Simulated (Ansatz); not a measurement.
Cs2Pt (P6₃/mmc, No. 194, 6 atoms in the cell; start mp-13548) was calculated with PBE0 in Ansatz (PAW).

Run with plane-wave cutoff 460 eV, 6×6×4 k mesh (along the axes of the cell as run), Fermi–Dirac smearing 0.01 eV, scalar-relativistic PAW data made under PBE.

Cell (relaxed with PBEsol):

```cif
data_Cs4Pt2
_chemical_formula_sum 'Cs4 Pt2'
_space_group_name_H-M_alt 'P63/mmc'
_space_group_IT_number 194
_space_group_name_Hall '-P 6c 2c'
_cell_length_a 5.63240
_cell_length_b 5.63240
_cell_length_c 7.67439
_cell_angle_alpha 90.000
_cell_angle_beta 90.000
_cell_angle_gamma 120.000
loop_
_atom_site_label
_atom_site_type_symbol
_atom_site_symmetry_multiplicity
_atom_site_Wyckoff_symbol
_atom_site_fract_x
_atom_site_fract_y
_atom_site_fract_z
_atom_site_occupancy
Cs1 Cs 2 d 0.66667 0.33333 0.25000 1
Cs2 Cs 2 a 0.00000 0.00000 0.00000 1
Pt1 Pt 2 c 0.33333 0.66667 0.25000 1
```

Problem. Predict the band gap, smallest direct gap on the k points sampled and Γ–Γ gap.

Solution. 
* **band gap**: 3.16 eV
* **smallest direct gap on the k points sampled**: 3.27 eV
* **Γ–Γ gap**: 3.41 eV

Note: cell and atoms aren't relaxed at this level (pressure 2.1 GPa).

Spin–orbit coupling is not included; with these elements it can move the gap by several tenths of an eV or more.

Static lattice: no zero-point or thermal effects.

The result took around 16 core-minutes (rough).

A start named mp-… is a Materials Project structure, which need not be a measured phase.

Ansatz is a quantum-chemistry and plane-wave program.
